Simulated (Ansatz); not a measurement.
## SiSe2: Si → Re

Take SiSe2 (space group Ibam, No. 72; a = 6.301 Å, b = 9.302 Å, c = 5.856 Å; made of chains) as the base.

Perturbation: every Si is replaced by Re; the structure is relaxed again.

Calculations: plane-wave PAW DFT at the PBEsol level (Ansatz, a first-principles code, 420 eV), no SOC. Γ-centred 12×12×12 mesh, Fermi–Dirac width 0.05 eV, for the changed cell.

```yaml
volume_per_atom: 26.13 Å³ (base 28.60 Å³)
density: 7.29 g/cm³ (base 3.60 g/cm³)
space_group: Ibam (No. 72) (base Ibam (No. 72))
shortest_interatomic_distance: 2.356 Å (base 2.289 Å)
band_gap: zero (base 1.65 eV)
```

Final structure:

```xyz
6
Lattice="-2.7334 5.1096 2.8064 2.7334 -5.1096 2.8064 2.7334 5.1096 -2.8064" Properties=species:S:1:pos:R:3 pbc="T T T"
Se     1.4057     3.7605     2.8064
Se     1.3277    -1.3491     2.8064
Se     1.4057     6.4587     0.0000
Se     1.3277     1.3491     0.0000
Re     0.0000     0.0000     4.2095
Re     0.0000     0.0000     1.4032
```

Whether these cells are dynamically stable was not tested. As relaxed here, ReSe2 is a hypothetical phase, not in the database extracts checked. The final runs are not spin-polarised. No dispersion term is included in the PBEsol runs.
